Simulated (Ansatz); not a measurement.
The reference is Ta in the bcc (W type) structure (space group Im-3m, No. 229; relaxed with 0.1 eV smearing).

```yaml
crystal:
  lattice:
    - [-1.62703, 1.62703, 1.62703]
    - [1.62703, -1.62703, 1.62703]
    - [1.62703, 1.62703, -1.62703]
  atoms:
    - { symbol: Ta, position: [0.00000, 0.00000, 0.00000] }
```

Cartesian axes are those of the cell as printed.

Calculations: LDA, PAW, 420 eV (Ansatz, a program for electronic structure; without spin-orbit coupling).

Modification: tensor shear ε_xy = +1.43 % (engineering shear γ = 0.0286), atoms relaxed at fixed cell.

Problem. Predict the stress tensor and what it implies for the stiffness.

Solution. Stress of the strained cell less that of the base (GPa, compression positive):
```
    0.1    -2.0     0.0
   -2.0     0.1     0.0
    0.0     0.0     0.2
```

Then −Δσ/γ with γ = 2ε = 0.0286 gives secant stiffness values (nonlinear terms included at this strain): C66 ≈ 69 GPa.

No phonon test of stability was made. The final runs are not spin-polarised.
